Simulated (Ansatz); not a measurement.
Reference: MgO (Fm-3m), r2SCAN, rigid bands (plane waves, PAW, scalar-relativistic; Ansatz, a first-principles code); axes and stresses refer to this cell.

```
CELL_PARAMETERS angstrom
      0.00000     2.10378     2.10378
      2.10378     0.00000     2.10378
      2.10378     2.10378     0.00000
ATOMIC_POSITIONS crystal
  Mg 0.00000 0.00000 0.00000
  O  0.50000 0.50000 0.50000
```

- Seebeck coefficient, p-type 1e19 cm⁻³: 506 μV/K
- electron conductivity mass: 0.37 mₑ
- band gap: 5.68 eV

### Question
Change: hydrostatic pressure 5 GPa. What happens to Seebeck coefficient, p-type 1e19 cm⁻³, electron conductivity mass, band gap?

### Answer
Seebeck coefficient, p-type 1e19 cm⁻³ moves little, to 502 μV/K; electron conductivity mass moves little, to 0.38 mₑ; band gap grows to 5.97 eV.

### Question
Change: uniaxial stress along [110] of 1 GPa (compression positive). What happens to Seebeck coefficient, p-type 1e19 cm⁻³, electron conductivity mass, band gap?

### Answer
Seebeck coefficient, p-type 1e19 cm⁻³ moves little, to 501 μV/K; electron conductivity mass moves little, to 0.37 mₑ; band gap moves little, to 5.69 eV.

Masses are for dilute carriers at 300 K, harmonic means over directions unless an axis is named. Seebeck coefficients are for the stated density at 300 K, with one relaxation time for all states and whether or not that doping can be reached. Spin-orbit coupling is left out unless a row names it. Stresses and pressures are the targets of the relaxation.  The structure type is held under load, also where the real crystal would transform.
